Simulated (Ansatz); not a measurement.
Pt: pressure series

Start from Pt in the fcc (Cu type) structure (space group Fm-3m, No. 225; a = 3.9703 Å).

Cell and atoms are relaxed at each pressure.

Computed with Ansatz (an electronic-structure program) PBE, without spin-orbit coupling.

| pressure (GPa) | volume per atom (Å³/atom) |
|---|---|
| -2 | 15.777 |
| -1 | 15.711 |
| 0 | 15.646 |
| 0.9 | 15.590 |
| 4.5 | 15.377 |
| 9 | 15.135 |
| 15 | ? |
| 22.5 | 14.527 |
| 30 | 14.244 |

**Question.** Fit the third-order Birch–Murnaghan form P(V) = (3B₀/2)[(V₀/V)^(7/3) − (V₀/V)^(5/3)]·[1 + (3/4)(B₀′ − 4)((V₀/V)^(2/3) − 1)] (squares taken in P) to the rows shown and predict the withheld row.

**Answer.** Least squares on the printed values gives V₀ = 15.647 Å³/atom, B₀ = 247 GPa, B₀′ = 5.4; this predicts 14.846 Å³/atom, and the run gives 14.846 Å³/atom, in agreement.

Measured bulk modulus of Pt: 289 GPa (static lattice; corrected from measurement; as listed in H. Levämäki et al., Physical Review B (2014)); the computed value is 14 % below it.

Load acts through the strain it causes; cell and atoms are relaxed under it. Stability against distortions was not tested. No other phases were tried under pressure. The final runs are not spin-polarised.
